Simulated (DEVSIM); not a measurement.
Device: Schottky contact on n-type Si, at 300 K.

```csv
layer (left to right),material,thickness (μm),Nd (cm⁻³),τn (s),τp (s)
1,Si,1.60,2.5e16,0.00069,0.00069
```

Left contact: Schottky, work function 4.84 eV, emission velocity 9.8e6 cm/s. Right contact: ohmic. Voltage is applied to the left contact. Recombination: SRH at mid-gap, radiative, Auger. Mobility is μmin + (μ − μmin)/(1 + (N/Nref)^α).

This is a model device: material constants are rounded textbook-type values typed into the input, and sizes, dopings and lifetimes were drawn at random. Values at 300 K; Nc and Nv go as T^1.5, mobilities as T to minus their exponent, the gap by Varshni's rule with the affinity fixed.

```tsv
parameter	Si
gap (eV)	1.124
affinity (eV)	4.05
permittivity	11.7
Nc (cm⁻³)	2.86e19
Nv (cm⁻³)	3.1e19
μn (cm²/Vs)	1417
μp (cm²/Vs)	470
μn,min	52
μp,min	45
Nref,n	9.7e16
Nref,p	2.2e17
αn	0.68
αp	0.72
T exponent of μn	2.3
T exponent of μp	2.2
B (cm³/s)	4.7e-15
Cn (cm⁶/s)	2.8e-31
Cp (cm⁶/s)	9.9e-32
Varshni α (eV/K)	0.000473
Varshni β (K)	636
```

Model (solved in DEVSIM): 1D drift-diffusion, Boltzmann statistics, complete ionisation; no tunnelling, impact ionisation, image-force lowering or self-heating. Metal contacts follow the ideal Schottky-Mott rule: no Fermi-level pinning, no interface dipoles.

The temperature was swept, all else fixed.

```
temperature (K)  largest field in the device at zero bias (V/cm)  potential step across the device at zero bias (V)  dark forward voltage at 100 A/cm² (V)
---------------  -----------------------------------------------  -------------------------------------------------  -------------------------------------
250                                                        69000                                              0.644                                  0.524
300                                                        67000                                              0.608                                  0.467
350                                                        65000                                              0.571                                  0.408
400                                                        62000                                              0.532                                  0.350
450                                                        62000                                              0.493                                  0.292
500                                                        67000                                              0.454                                  0.231
```

From the first row to the last the largest field in the device at zero bias goes from 69000 to 67000. From the first row to the last the potential step across the device at zero bias goes from 0.644 to 0.454.
